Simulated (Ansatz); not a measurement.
The parent structure is a 15-atom supercell of SrTiO$_{3}$ in the cubic perovskite structure (space group Pm-3m, No. 221; a = 3.8911 Å) at its relaxed geometry.

Method: plane-wave PAW DFT at the PBEsol level (Ansatz, a program for electronic structure, 420 eV), scalar-relativistic without spin-orbit coupling.

Before the change:

The pressure is 0.0 GPa.

The change: one O atom is replaced by Sr, atoms relaxed at fixed cell, starting from a slightly rattled geometry.

Tabulated Pauling electronegativity and covalent radius: O 3.44, 0.66 Å; Sr 0.95, 1.95 Å.

What happens to the largest displacement of a host atom from its site in the perfect cell, shift of the substituted atom off its lattice site and pressure?

The largest displacement of a host atom from its site in the perfect cell amounts to 1.24 Å; the shift of the substituted atom off its lattice site amounts to 1.83 Å; the pressure goes from zero to 20.9 GPa.

The magnetic state is the one reached from the starting moments; the real material's order can differ, and small cells can't hold many antiferromagnetic ones. In so small a cell the defect repeats every few ångströms: this is an ordered compound, not a dilute defect. The mesh was chosen for an insulator and is coarse for the gapless case. Starting moments died away, wholly or in part, for Sr on a O site (antisite); another magnetic solution may exist. No Hubbard U is applied, and correlation can decide whether such a compound is a metal. Spin-polarised in the final run: Sr on a O site (antisite); the other runs are not. Many cubic perovskites are stable only at high temperature; tilts and polar distortions were not tested. The defect cell is spin-polarised and ends with 0.0 μB.
